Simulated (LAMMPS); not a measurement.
Consider a melt made from Ni (fcc), 108 atoms, at 1900 K and 0 GPa, brought to that temperature within a few picoseconds in molecular dynamics.

Level of theory: classical MD, pair style eam/alloy, file CuNi.eam.alloy; code LAMMPS.

Problem. Give probability per degree against angle (°) as the simulation yields it.

Solution. State found: liquid.
```
angle (°)  probability per degree, Ni-Ni-Ni
---------  --------------------------------
34.50                                0.0000
37.50                                0.0004
40.50                                0.0021
43.50                                0.0053
46.50                                0.0089
49.50                                0.0120
52.50                                0.0137
55.50                                0.0140
58.50                                0.0137
61.50                                0.0118
64.50                                0.0103
67.50                                0.0088
70.50                                0.0077
73.50                                0.0071
76.50                                0.0066
79.50                                0.0065
82.50                                0.0067
85.50                                0.0071
88.50                                0.0078
91.50                                0.0081
94.50                                0.0089
97.50                                0.0095
100.5                                0.0100
103.5                                0.0102
106.5                                0.0103
109.5                                0.0102
112.5                                0.0097
115.5                                0.0091
118.5                                0.0089
121.5                                0.0084
124.5                                0.0077
127.5                                0.0075
130.5                                0.0067
133.5                                0.0063
136.5                                0.0059
139.5                                0.0057
142.5                                0.0052
145.5                                0.0051
148.5                                0.0047
151.5                                0.0043
154.5                                0.0040
157.5                                0.0036
160.5                                0.0033
163.5                                0.0028
166.5                                0.0023
169.5                                0.0018
172.5                                0.0013
175.5                                0.0008
178.5                                0.0003
```
